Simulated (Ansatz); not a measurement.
Ag: response to strain

Start from Ag in the fcc (Cu type) structure (space group Fm-3m, No. 225; relaxed with 0.1 eV smearing).

```xyz
1
Lattice="0.0000 2.0004 2.0004 2.0004 0.0000 2.0004 2.0004 2.0004 0.0000" Properties=species:S:1:pos:R:3 pbc="T T T"
Ag     0.0000     0.0000     0.0000
```

Cartesian axes are those of the cell as printed.

Strains are applied to the cell and any free atomic positions relax.

Method: plane-wave PAW DFT at the LDA level (Ansatz, a quantum-chemistry and plane-wave program, 420 eV), no spin-orbit coupling.

Notes on the quantities. energy relative to the base: free energy F; pressure: mean of the normal stresses, compression positive.

```csv
change,volume per atom,energy relative to the base,pressure
base,16.01 Å³,0 meV/atom,0.0 GPa
uniaxial strain ε_zz = −3.00 %,15.53 Å³,___,___
uniaxial strain ε_zz = −2.50 %,15.61 Å³,+5.5 meV/atom,3.8 GPa
uniaxial strain ε_zz = −2.00 %,15.69 Å³,+3.5 meV/atom,3.0 GPa
uniaxial strain ε_zz = −1.50 %,15.77 Å³,+2.0 meV/atom,2.2 GPa
uniaxial strain ε_zz = −1.00 %,15.85 Å³,+0.9 meV/atom,1.4 GPa
uniaxial strain ε_zz = +1.50 %,16.25 Å³,+1.8 meV/atom,-2.0 GPa
uniaxial strain ε_zz = +2.00 %,16.33 Å³,+3.2 meV/atom,-2.6 GPa
uniaxial strain ε_zz = +2.50 %,16.41 Å³,+5.0 meV/atom,-3.2 GPa
uniaxial strain ε_zz = +3.00 %,16.49 Å³,+7.1 meV/atom,-3.7 GPa
```

### Question
What belongs in the blanks?

### Answer

- uniaxial strain ε_zz = −3.00 %, energy relative to the base: +8.1 meV/atom
- uniaxial strain ε_zz = −3.00 %, pressure: 4.7 GPa

No phonon test of stability was made.
